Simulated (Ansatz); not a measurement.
PbS (C2/m, No. 12, 4 atoms in the cell; start mp-726184; a measured phase of this formula has another space group) was calculated with r²SCAN (Ansatz, a first-principles code, PAW).

Numerical settings: plane-wave cutoff 500 eV, 10×10×1 k mesh (along the axes of the cell as run), Fermi–Dirac smearing 0.05 eV, scalar-relativistic PAW data made under PBE.

Cell (relaxed at this level):

```xyz
4
Lattice="2.9819 -2.9819 0.0002 2.9819 2.9819 0.0002 -1.2643 0.0000 16.5176" Properties=species:S:1:pos:R:3 pbc="T T T"
Pb     0.2292     0.0000    15.0865
Pb     4.4704     0.0000     1.4314
S      3.2082     0.0000    15.2913
S      1.4914     0.0000     1.2266
```

Problem. Give the computed band gap.

Solution. 
* **band gap**: 2.14 eV (on the SCF k mesh)

Note: the relaxation could not lower the start's symmetry, so the cell can be a saddle point above a distorted one; the cell has widely spaced layers and the level no dispersion term, so their spacing and the moduli can rest on weak binding.

Spin–orbit coupling is not included; with these elements it can move the gap by several tenths of an eV or more.

Cost on a shared machine: roughly 80 core-seconds.

A start named mp-… is a Materials Project structure, which need not be a measured phase.
